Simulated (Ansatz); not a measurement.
Pressure series in Cs2AgBiBr6

Base system: Cs₂AgBiBr₆ (space group Fm-3m, No. 225; a = 11.479 Å).

Cell and atoms are relaxed at each pressure.

Level of theory: PBE (Ansatz, a program for electronic structure, PAW, without spin-orbit coupling).

Two rows of this table had their results exchanged by mistake.

```csv
pressure,volume per atom (Å³),shortest distance (Å),band gap
pressure −2 GPa,44.44,2.956,1.58 eV
pressure −1 GPa,40.09,2.916,1.42 eV
pressure 0.3 GPa,37.27,2.835,1.30 eV
pressure 0.7 GPa,36.64,2.813,1.27 eV
pressure 1.5 GPa,35.56,2.776,1.22 eV
pressure 3 GPa,29.54,2.577,0.87 eV
pressure 5 GPa,32.33,2.668,1.05 eV
pressure 7.5 GPa,30.77,2.617,0.96 eV
pressure 10 GPa,33.95,2.722,1.14 eV
```

Which two?

The rows for pressure 3 GPa and pressure 10 GPa: the volume has to fall steadily with pressure, so 33.95 Å³ belongs to pressure 3 GPa and 29.54 Å³ to pressure 10 GPa.

With Bi present, leaving out spin-orbit coupling can change the band edges. Load acts through the strain it causes; cell and atoms are relaxed under it. No phonon test of stability was made. Competing high-pressure phases were not computed.
